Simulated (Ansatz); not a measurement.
## Rh: strain along the normal

Rh (fcc, Fm-3m, 13.520 Å³/atom at rest) under an equal strain ε in the (111) plane with the normal axis free, as in a coherent film. PBEsol in Ansatz, a plane-wave DFT program (PAW, default set), 420 eV, 30×30×30 Γ-centred mesh, Fermi-Dirac smearing 0.10 eV; ions are relaxed within the symmetry of each cell.

Here s stands for strain and y for normal strain.

```
strain (%)  normal strain (%)
----------  -----------------
-1.25                    0.68
-0.83                    0.45
-0.42                    0.23
0.00                     0.00
0.42                    -0.23
0.83                    -0.44
1.25                    -0.67
2.50                        ?
```

Problem. Fit y against s with a straight line, and predict the withheld value at s = 2.50.

Solution. Means: s 0, y 0.003. About the means, the sum of products is -2.6194 and the sum of squares of s is 4.8556; the slope is their ratio. Least squares gives y = 0.003 - 0.5395·s. Residuals (row less fit): 0.003, -0.001, 0.000, -0.003, -0.006, 0.005, 0.001; standard error 0.004 (degrees of freedom: 5). The slope, -0.54 ± 0.00, is the elastic response of the normal axis. At the withheld row, y = 0.003 - 0.5395 × 2.50 = -1.346%. The calculation gives -1.32%, 0.026% above the prediction (1.3 % of the range of y in the table). The row lies outside the fitted rows, so this is an extrapolation. The fitted rows scatter only by rounding.

In a metal these values are sensitive to mesh and smearing; energies are taken to zero smearing, stresses follow the free energy. Rows are the converged runs of the series near zero and its far end; series whose fitted rows scatter by over a few per cent of the range, as at a crossing or softening among them, aren't shown in this form. Most that stay on the fit to the last digits aren't either.
